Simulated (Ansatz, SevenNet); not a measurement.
For AgInTe2 (model structure, started from the chalcopyrite type, I-42d, No. 122, 8 atoms in the cell), the machine-learned potential SevenNet-0 (trained on PBE and PBE+U data) gives:

```
Item                   Result
-------------------  --------
lattice constant a    6.576 Å
lattice parameter c  13.029 Å
bulk modulus B0      33.9 GPa
```

What does PBEsol (plane waves, PAW; Ansatz, a program for electronic structure) give for the same quantities?


- lattice constant a: 6.432 Å (falls by 2.2 %)
- lattice parameter c: 12.766 Å (falls by 2.0 %)
- bulk modulus: 44.7 GPa (grows by 32 %)

Changes are worked out from the printed values.

Unless a cell is named, each level is at its own relaxed cell (SevenNet-0 35.21, PBEsol 33.00 Å³/atom).

Caveats: the bulk modulus is −V dP/dV from two relaxed cells at ±2 % in volume (PBEsol). Ansatz's density-functional and Hartree–Fock values are scalar-relativistic unless marked +SOC, with PAW data made under PBE.

A model structure was made by putting elements into a prototype or built by hand; here it ended with the formula and space group of a phase in our tables.
